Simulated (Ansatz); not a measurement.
Consider GaN in the zinc blende structure (space group F-43m, No. 216).

```
GaN
1.0
    0.00000     2.24904     2.24904
    2.24904     0.00000     2.24904
    2.24904     2.24904     0.00000
Ga N
1 1
Direct
  0.00000   0.00000   0.00000
  0.25000   0.25000   0.25000
```

Cartesian axes are those of the cell as printed.

The values are results of plane-wave PAW DFT at the PBEsol level (Ansatz, a program for electronic structure, 420 eV), no SOC, not measurements.

For the base:

```
Property                             Value
---------------------  -------------------
Gap character                  direct at Γ
Valence-band top at Γ  0.00, 0.00, 0.00 eV
```

It is then changed as follows: uniaxial strain ε_zz = +3.00 %, all other strain components held at zero; the atoms relax in the strained cell.

Predict the new gap character.

The gap character is still direct at Γ.

What does the calculation give for the valence-band top at Γ after the change?

The valence-band top at Γ (three highest levels, from the VBM) changes from 0.00, 0.00, 0.00 eV to 0.00, 0.00, -0.14 eV.

Stability against distortions was not tested. This is not the structure that GaN has at room temperature and ambient pressure. k-point labels follow each cell's own Brillouin zone.
